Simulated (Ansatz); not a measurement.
The starting structures come from a database of crystals and need not be the phases stable at ambient conditions.

**Evanescent states of Nb2Bi2PbO9 (I4/mmm, not sure to be the ambient phase, 14 atoms a cell, 13.6 Å³ an atom) along the normal of (101)**

These are r2SCAN (plane waves, PAW; Ansatz, a first-principles code) values and carry that method's errors.

The gap is the functional's own. No spin-orbit coupling. Mid-gap values are interpolated on the energy grid.

Energies count from the valence-band top; κ is the least over a 8×4 mesh across the current.

```tsv
E (eV)	κ (1/Å)	where
0.05	0.084	Γ
0.15	0.143	Γ
0.25	0.180	Γ
0.35	0.209	Γ
0.45	?	Γ
0.55	?	Γ
0.65	?	Γ
0.75	?	Γ
0.85	?	Γ
0.95	?	Γ
1.05	?	Γ
1.15	?	Γ
1.25	0.180	Γ
1.35	0.160	Γ
1.45	0.137	Γ
1.55	0.106	Γ
1.65	0.057	Γ
```

**Question.** Some entries are withheld; supply them.

**Answer.** 
- 0.45, κ (1/Å): 0.232
- 0.55, κ (1/Å): 0.251
- 0.65, κ (1/Å): 0.251
- 0.75, κ (1/Å): 0.243
- 0.85, κ (1/Å): 0.234
- 0.95, κ (1/Å): 0.223
- 1.05, κ (1/Å): 0.210
- 1.15, κ (1/Å): 0.196
